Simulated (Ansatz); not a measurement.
Density of states of BeSe (F-43m) above the conduction band minimum, Ansatz (an electronic-structure program) with PBEsol, rigid bands; cell volume 33.7 Å³.

(energy from edge (eV), 10⁻³ states/eV/cell): (0.006, 13.0); (0.031, 29.8); (0.056, 40.4); (0.081, 49.7); (0.106, 57.4); (0.131, 64.3); (0.156, 71.6); (0.181, 77.9); (0.206, 84.2); (0.231, 90.7); (0.256, 96.9); (0.281, 104); (0.319, 113); (0.344, 120); (0.369, 125); (0.394, 132); (0.419, 137); (0.444, 145); (0.469, 151); (0.494, 158); (0.519, 165); (0.544, 172); (0.569, 180); (0.594, 186)

Problem. What effective density of states at 300 K does this give (∫ g(E) exp(−E/k_BT) dE, both spins, divided by the cell's size)?

Solution. 1.9e19 cm⁻³, a density-of-states mass of 0.82 mₑ, valleys and band degeneracy included.

Spin-orbit coupling is left out. Geometry: cell and atoms relaxed with PBEsol.
